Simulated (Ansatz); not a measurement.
The starting structures come from a database of crystals and need not be the phases stable at ambient conditions.

```yaml
crystal:
  lattice:
    - [4.89839, 0.00000, 0.00000]
    - [-2.44920, 4.24213, 0.00000]
    - [2.44920, 1.41404, 4.17472]
  atoms:
    - { symbol: B, position: [0.33574, 0.34571, 0.67423] }
    - { symbol: B, position: [0.66426, 0.65429, 0.32577] }
    - { symbol: B, position: [0.98006, 0.99003, 0.67423] }
    - { symbol: B, position: [0.01994, 0.00997, 0.32577] }
    - { symbol: B, position: [0.33574, 0.99003, 0.67423] }
    - { symbol: B, position: [0.66426, 0.00997, 0.32577] }
    - { symbol: B, position: [0.14780, 0.36836, 0.07276] }
    - { symbol: B, position: [0.85220, 0.63164, 0.92724] }
    - { symbol: B, position: [0.55888, 0.77944, 0.07276] }
    - { symbol: B, position: [0.44112, 0.22056, 0.92724] }
    - { symbol: B, position: [0.14780, 0.77944, 0.07276] }
    - { symbol: B, position: [0.85220, 0.22056, 0.92724] }
```

Space group of this cell: R-3m. The cell is taken as given.

Calculation: r2SCAN (plane waves, PAW; Ansatz, a program for electronic structure).

The current runs along the normal of the first two printed vectors; no spin-orbit coupling. Scaled by the factor s: the length along the current (ions clamped). The meshes follow the cell: 10×10×10 and 12×12 across at s = 0.97, 8×8×8 and 12×12 across at s = 1.00, 8×8×8 and 12×12 across at s = 1.03.

```
s     mean pressure (GPa)  band gap (eV)
----  -------------------  -------------
0.97                  7.8              ?
1.00                 -0.2           1.63
1.03                 -6.9           1.33
```

Take the slope of the band gap against ln s from the two given rows, extrapolate to s = 0.97, and say what the run there gives.

Slope = (1.33 − 1.63) / ln 1.03 = -10.1 eV. The line gives 1.63 + (-10.1) × ln 0.97 = 1.94 eV. The run gives 1.90 eV, 0.04 eV under the line, 13 % of the predicted step.
